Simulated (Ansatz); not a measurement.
Y: transverse stress against strain

Y (hcp, P6_3/mmc, 32.941 Å³/atom at rest, c along z) under a strain ε along c (axis z), the other axes held. PBE in Ansatz, a plane-wave DFT program (PAW, default set), 420 eV, 18×18×10 Γ-centred mesh, Fermi-Dirac smearing 0.10 eV; ions are relaxed within the symmetry of each cell. Stress is positive for a compressed cell.

Here s stands for strain and y for stress xx.

| strain (%) | stress xx (GPa) |
|---|---|
| -1.50 | 0.34 |
| -1.00 | 0.22 |
| -0.50 | 0.11 |
| 0.00 | 0.00 |
| 0.50 | -0.10 |
| 1.00 | -0.21 |
| 1.50 | -0.31 |
| 3.00 | ? |

The 7 complete rows are fitted with a straight line, y against s. Means: s 0, y 0.007. About the means, the sum of products is -1.5100 and the sum of squares of s is 7.0000; the slope is their ratio. Least squares gives y = 0.007 - 0.2157·s. Residuals (row less fit): 0.009, -0.003, -0.005, -0.007, 0.001, -0.001, 0.007; standard error 0.007 (degrees of freedom: 5). The slope gives the elastic constant C13 = 22 ± 0.2 GPa.

Question: What does the fit predict for y at s = 3.00, and how far is the calculated value from it?

Answer: y = 0.007 - 0.2157 × 3.0 = -0.640 GPa. The calculation gives -0.60 GPa, 0.040 GPa above the prediction (4.3 % of the range of y in the table). The row lies outside the fitted rows, so this is an extrapolation. From the scatter of the fitted rows alone, a prediction at this place has a standard error of 0.010 GPa, so the miss is 4.0 times that.

One order more, fitted to all 13 runs of the series, follows each within 0.01, so the miss is the next term of a smooth law. In a metal these values are sensitive to mesh and smearing; energies are taken to zero smearing, stresses follow the free energy. Rows are the converged runs of the series near zero and its far end; series whose fitted rows scatter by over a few per cent of the range, as at a crossing or softening among them, aren't shown in this form. Most that stay on the fit to the last digits aren't either.
